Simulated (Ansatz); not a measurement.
Results of LDA (plane waves, PAW; Ansatz, a program for electronic structure) for perovskite-rhombo BaTiO3 (model structure).

Run with plane-wave cutoff 500 eV, 8×8×8 k mesh, gaussian smearing 0.02 eV, no spin polarisation, scalar-relativistic PAW data made under PBE.

Cell (relaxed at this level):

```cif
data_BaO3Ti
_chemical_formula_sum 'Ba1 Ti1 O3'
_space_group_name_H-M_alt 'P 1'
_space_group_IT_number 1
_cell_length_a 3.94516
_cell_length_b 3.94516
_cell_length_c 3.94516
_cell_angle_alpha 89.931
_cell_angle_beta 89.931
_cell_angle_gamma 89.931
loop_
_space_group_symop_operation_xyz
  'x, y, z'
loop_
_atom_site_label
_atom_site_type_symbol
_atom_site_fract_x
_atom_site_fract_y
_atom_site_fract_z
_atom_site_occupancy
Ba1 Ba 0.00066 0.00066 0.00066 1
Ti1 Ti 0.49189 0.49189 0.49189 1
O1 O 0.51006 0.51006 0.01433 1
O2 O 0.51006 0.01433 0.51006 1
O3 O 0.01433 0.51006 0.51006 1
```

Task: What does this level give for the band gap?

Result: 
- band gap = 2.15 eV (on the SCF k mesh)

Note: the relaxation could raise the start's symmetry but not lower it, so the cell can be a saddle point.

Spin–orbit coupling is not included.

The computed numbers hold no vibrational or temperature effects.

A model structure was made by putting elements into a prototype or built by hand; it is no filed structure, need not be a known phase, and can be a saddle point held by its symmetry.
